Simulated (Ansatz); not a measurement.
# A computed series for GaSb: response to strain

Base system: GaSb in the zinc blende structure (space group F-43m, No. 216; a = 6.1335 Å). Axes: x, y, z lie along the cube axes.

Strains are applied to the cell and any free atomic positions relax; under biaxial strain the out-of-plane vector relaxes too; under stress the whole cell relaxes.

All numbers come from r2SCAN/PAW in Ansatz (a program for electronic structure), no SOC, earlier PAW set.

Notes on the quantities. energy relative to the base: free energy F.

| variant | energy relative to the base | band gap | volume per atom |
|---|---|---|---|
| base | 0 meV/atom | 0.41 eV | 28.84 Å³ |
| biaxial strain −2.16 %, plane normal [001], relaxed out of plane | +8.1 meV/atom | 0.51 eV | 28.11 Å³ |
| biaxial strain +2.49 %, plane normal [001], relaxed out of plane | +9.6 meV/atom | zero | 29.65 Å³ |
| isotropic strain −5.43 % | +156 meV/atom | 0.83 eV | 24.40 Å³ |
| isotropic strain −1.57 % | [?] | [?] | 27.51 Å³ |
| isotropic strain +0.79 % | +2.6 meV/atom | 0.24 eV | 29.53 Å³ |
| isotropic strain +0.85 % | +3.0 meV/atom | 0.22 eV | 29.58 Å³ |
| uniaxial strain ε_xx = −3.22 % | +8.3 meV/atom | 0.53 eV | 27.91 Å³ |
| uniaxial strain ε_zz = −1.25 % | +1.2 meV/atom | 0.46 eV | 28.48 Å³ |
| uniaxial stress, 2 GPa compression along x | +6.0 meV/atom | 0.33 eV | 28.49 Å³ |

**Question.** Some entries are withheld; estimate them.

**Answer.** 
- isotropic strain −1.57 %, energy relative to the base: +11 meV/atom
- isotropic strain −1.57 %, band gap: 0.78 eV

Spin-orbit coupling, missing from the scalar runs, can matter with Sb. Beyond what the load breaks, stability against distortions was not tested. The final runs are not spin-polarised. Gaps under 0.05 eV, about the width of the smearing, are given as zero. The zero or small gap of GaSb under biaxial strain +2.49 %, plane normal [001], relaxed out of plane, GaSb under isotropic strain +0.79 % and GaSb under isotropic strain +0.85 % can change with the level of theory.
